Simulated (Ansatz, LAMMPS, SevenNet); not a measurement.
# Equilibrium lattice constant a of CsCl-type NiAl: levels of theory against measurement

Reference value: 2.882 Å (measured, extrapolated to 0 K, zero-point anharmonic expansion removed (Haas, Tran, Blaha 2009); as tabulated in Levämäki et al. (2014), arXiv:1402.3671).

```
level (code)                         value (Å)  error (%)
-----------------------------------  ---------  ---------
Lennard-Jones jacobson2022 (LAMMPS)      3.030      +5.14
SevenNet-0                               2.886      +0.14
LDA (Ansatz)                             2.832      -1.73
PBE (Ansatz)                             2.893      +0.38
rVV10 (Ansatz)                           2.899      +0.59
r²SCAN (Ansatz)                          2.863      -0.66
r²SCAN-D4 (Ansatz)                       2.854      -0.97
r²SCAN0 (Ansatz)                         2.844      -1.32
Hartree–Fock (Ansatz)                    2.901      +0.66
```

Leaving aside Lennard-Jones jacobson2022 (doubt noted below): Once the reference is moved by up to 0.30 % (a margin picked here for doubts on the reference and the settings) and values within 0.10 % count as equal, the nearest can be SevenNet-0 (+0.14 %), PBE (+0.38 %) or r²SCAN (-0.66 %). Among them LDA (-1.73 %) misses by most.

The crystal itself was run without spin with LDA, PBE, rVV10, r²SCAN, r²SCAN-D4, r²SCAN0, Hartree–Fock; a magnetic state was not tried in these runs. Lennard-Jones jacobson2022: the pair parameters belong to the elements and are mixed by rule. Lennard-Jones jacobson2022: pair potentials favour close packing, so symmetry can be all that holds this lattice. r²SCAN0, Hartree–Fock: the run has no spin polarisation, so it can have missed a magnetic state. Cutoffs and k meshes differ between the levels. Ansatz's density-functional and Hartree–Fock values are scalar-relativistic unless marked +SOC, with PAW data made under PBE.

Empirical potentials (Lennard-Jones jacobson2022) are fitted to chosen data: where that held the value shown, agreement is built in, and what lay outside the fit can be far off. Machine-learned potentials (SevenNet-0) are trained on DFT data: a solid inside that data is no test of them.

Differences are worked out from the printed values.

Ansatz is a program for electronic structure.
